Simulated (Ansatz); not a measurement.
Start from TiB₂ (space group P6/mmm, No. 191; a = 3.017 Å, c = 3.185 Å). Axes: x lies along a and z along c of the hexagonal cell.

Method: Ansatz (a program for electronic structure) PBEsol, scalar-relativistic without spin-orbit coupling.

Before the change:

Pressure: 0.0 GPa

One thing is altered: uniaxial strain ε_xx = −1.50 %, all other strain components held at zero, atoms relaxed at fixed cell.

Problem. How does this affect the energy relative to the base?

Solution. The energy rises by 4.1 meV/atom.

Problem. Estimate the effect on the pressure.

Solution. The pressure (mean of the normal stresses, compression positive) goes from zero to 4.5 GPa.

A case with no gap was solved on a k-mesh chosen for an insulator, which is coarse for it. Without a gap, meshes like the base's 13×13×10 leave anisotropic stresses uncertain by several tenths of a GPa, and small strain energies with them. No phonon test of stability was made. The final runs are not spin-polarised.
